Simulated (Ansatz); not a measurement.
Density of states of monolayer As above the conduction band minimum, HSE06, rigid bands (Ansatz, a quantum-chemistry and plane-wave program); cell area 11.26 Å².

| energy from edge (eV) | 10⁻³ states/eV/cell |
|---|---|
| 0.006 | 721 |
| 0.031 | 742 |
| 0.056 | 765 |
| 0.081 | 782 |
| 0.106 | 788 |
| 0.131 | 815 |
| 0.156 | 829 |
| 0.181 | 836 |
| 0.206 | 865 |
| 0.231 | 875 |
| 0.256 | 907 |
| 0.281 | 929 |
| 0.319 | 992 |
| 0.344 | 1040 |
| 0.369 | 1120 |
| 0.394 | 1360 |
| 0.419 | 1250 |
| 0.444 | 1390 |
| 0.469 | 1340 |
| 0.494 | 1330 |
| 0.519 | 1380 |
| 0.544 | 1380 |
| 0.569 | 1370 |
| 0.594 | 1380 |

**Question.** What effective density of states at 300 K does this give (∫ g(E) exp(−E/k_BT) dE, both spins, divided by the cell's size)?

**Answer.** 1.7e13 cm⁻².

Spin-orbit coupling is left out. Geometry: cell and atoms relaxed with PBE.
